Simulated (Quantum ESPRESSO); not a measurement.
Worked example: self-consistent single point of K (Im-3m, 1 atom in the cell) in Quantum ESPRESSO.

Computed with PBE, PseudoDojo standard norm-conserving (PBE) pseudopotentials (plane waves; Quantum ESPRESSO).

The change in words: lattice scaled by 0.98. Reference geometry:
```xyz
1
Lattice="-2.6706 2.6706 2.6706 2.6706 -2.6706 2.6706 2.6706 2.6706 -2.6706" Properties=species:S:1:pos:R:3 pbc="T T T"
K      0.0000     0.0000     0.0000
```

Reference input (self-consistent single point, DFT, PBE, plane waves, PseudoDojo standard norm-conserving (PBE) pseudopotentials): ecutwfc = 75 Ry; occupations = smearing; smearing = gaussian; degauss = 0.0073499 Ry; potentials = {K: K.upf}; K_POINTS = automatic 12 12 12 0 0 0; conv_thr = 1e-09 Ry. This run's input differs from it in these lines:

```diff
@@ -23,5 +23,5 @@
 CELL_PARAMETERS angstrom
-  -2.6705840000     2.6705840000     2.6705840000
-   2.6705840000    -2.6705840000     2.6705840000
-   2.6705840000     2.6705840000    -2.6705840000
+  -2.6171720000     2.6171720000     2.6171720000
+   2.6171720000    -2.6171720000     2.6171720000
+   2.6171720000     2.6171720000    -2.6171720000
 ATOMIC_POSITIONS crystal
```

Log, with long lists cut:

```
     Self-consistent Calculation

     iteration #  1     ecut=    75.00 Ry     beta= 0.70

     Threshold (ethr) on eigenvalues was too large:
     Diagonalizing with lowered threshold

     c_bands:  1 eigenvalues not converged
     c_bands:  1 eigenvalues not converged
     c_bands:  1 eigenvalues not converged
     c_bands:  1 eigenvalues not converged
     c_bands:  1 eigenvalues not converged
     c_bands:  1 eigenvalues not converged
     c_bands:  1 eigenvalues not converged
     c_bands:  1 eigenvalues not converged
     c_bands:  1 eigenvalues not converged

     total energy              =     -60.10982152 Ry
   [... lines left out ...]
     c_bands:  1 eigenvalues not converged
     c_bands:  1 eigenvalues not converged
     c_bands:  1 eigenvalues not converged

     total energy              =     -60.11007558 Ry
     estimated scf accuracy    <       0.00000678 Ry

     iteration #  4     ecut=    75.00 Ry     beta= 0.70

     total energy              =     -60.11007623 Ry
     estimated scf accuracy    <       0.00000005 Ry

     iteration #  5     ecut=    75.00 Ry     beta= 0.70

     total energy              =     -60.11007628 Ry
     estimated scf accuracy    <          4.3E-09 Ry

     iteration #  6     ecut=    75.00 Ry     beta= 0.70
     End of self-consistent calculation

     the Fermi energy is     1.8936 ev

!    total energy              =     -60.11007628 Ry
     estimated scf accuracy    <          3.1E-11 Ry
     smearing contrib. (-TS)   =      -0.00035794 Ry
     internal energy E=F+TS    =     -60.10971835 Ry

     convergence has been achieved in   6 iterations

     Forces acting on atoms (cartesian axes, Ry/au):

     atom    1 type  1   force =     0.00000000    0.00000000    0.00000000

     Total force =     0.000000     Total SCF correction =     0.000000

          total   stress  (Ry/bohr**3)                   (kbar)     P=        1.05
   0.00000711  -0.00000000  -0.00000000            1.05       -0.00       -0.00
  -0.00000000   0.00000711  -0.00000000           -0.00        1.05       -0.00
  -0.00000000  -0.00000000   0.00000711           -0.00       -0.00        1.05

   JOB DONE.
```

The run converged in 6 iterations. Against the reference run the free energy stays essentially unchanged (within 1 meV/atom) and the pressure goes from -0.11 to 0.10 GPa.

The starting cell comes from a database of computed structures (which also holds hypothetical and non-ambient phases and stackings), without a prior relaxation at this level. Its lattice was rescaled by a random factor within 2.5 % of one. For this run, on top of that: lattice scaled by 0.98.

Cost on one core of a shared machine: roughly 40 s.
